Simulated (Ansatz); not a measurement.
## Effect of Si → Pt on Si

Base system: Si (space group Ia-3, No. 206; a = 6.601 Å).

One thing is altered: Pt takes the place of Si on all its sites; the structure is relaxed again.

All numbers come from Ansatz (a quantum-chemistry and plane-wave program), PBEsol, PAW, cutoff 420 eV, no spin-orbit coupling, earlier PAW set. Settings: 10×10×10 k-points, 0.05 eV Fermi–Dirac smearing.

| quantity | base | changed | shift |
|---|---|---|---|
| volume per atom | 17.98 Å³ | 19.90 Å³ | +1.92 Å³ |
| lattice parameter a | 6.601 Å | 6.829 Å | +0.2275 Å |
| space group | Ia-3 (No. 206) | Ia-3 (No. 206) | – |
| shortest interatomic distance | 2.339 Å | 2.428 Å | +0.0884 Å |
| band gap | zero | zero | – |

Final structure:

```xyz
8
Lattice="-3.4144 3.4144 3.4144 3.4144 -3.4144 3.4144 3.4144 3.4144 -3.4144" Properties=species:S:1:pos:R:3 pbc="T T T"
Pt     0.7634     0.7634     0.7634
Pt    -0.7634     2.6511     0.7634
Pt     0.7634    -0.7634     2.6511
Pt     2.6511     0.7634    -0.7634
Pt     2.6511     2.6511     2.6511
Pt     0.7634     4.1778    -0.7634
Pt    -0.7634     0.7634     4.1778
Pt     4.1778    -0.7634     0.7634
```

Cost of the whole job for the changed cell (relaxation, final SCF and bands): very roughly 8 core-minutes.

Stability against distortions was not tested. As relaxed here, Pt is a hypothetical phase, not in the database extracts checked. The final runs are not spin-polarised. Pt lies near a magnetic instability that expansion can trigger; it was not tested. Pt has a high density of states at the Fermi level and may be magnetic at this level. This is not the structure that Si has at room temperature and ambient pressure. A zero or small gap of Si can be the functional's error rather than a property of the material.
